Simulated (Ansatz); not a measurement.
Base system: HfO$_{2}$ in the fluorite structure (space group Fm-3m, No. 225).

```cif
data_HfO2
_chemical_formula_sum 'Hf1 O2'
_space_group_name_H-M_alt 'P 1'
_space_group_IT_number 1
_cell_length_a 3.57688
_cell_length_b 3.57688
_cell_length_c 3.57688
_cell_angle_alpha 60.000
_cell_angle_beta 60.000
_cell_angle_gamma 60.000
loop_
_space_group_symop_operation_xyz
  'x, y, z'
loop_
_atom_site_label
_atom_site_type_symbol
_atom_site_fract_x
_atom_site_fract_y
_atom_site_fract_z
_atom_site_occupancy
Hf1 Hf 0.00000 0.00000 0.00000 1
O1 O 0.25000 0.25000 0.25000 1
O2 O 0.75000 0.75000 0.75000 1
```

Computed with r2SCAN (Ansatz, an electronic-structure program, PAW, spin-orbit coupling left out).

Base values:

```
Property                            Result
-----------------------------  -----------
Gap character                  direct at X
Density                        10.80 g/cm³
Width of the top valence band      1.90 eV
```

It is then changed as follows: a hydrostatic pressure of 100 GPa.

Problem. What does the calculation give for the gap character after the change?

Solution. The gap character changes from direct at X to indirect, X → Γ.

Problem. Estimate the effect on the density.

Solution. The density grows by 2.79 g/cm³ to 13.59 g/cm³.

Problem. What does the calculation give for the width of the top valence band after the change?

Solution. The width of the top valence band rises by 0.23 eV to 2.13 eV.

With Hf present, leaving out spin-orbit coupling can change the band edges. Load acts through the strain it causes; cell and atoms are relaxed under it. No phonon test of stability was made. Competing high-pressure phases were not computed. This is not the structure that HfO2 has at room temperature and ambient pressure.
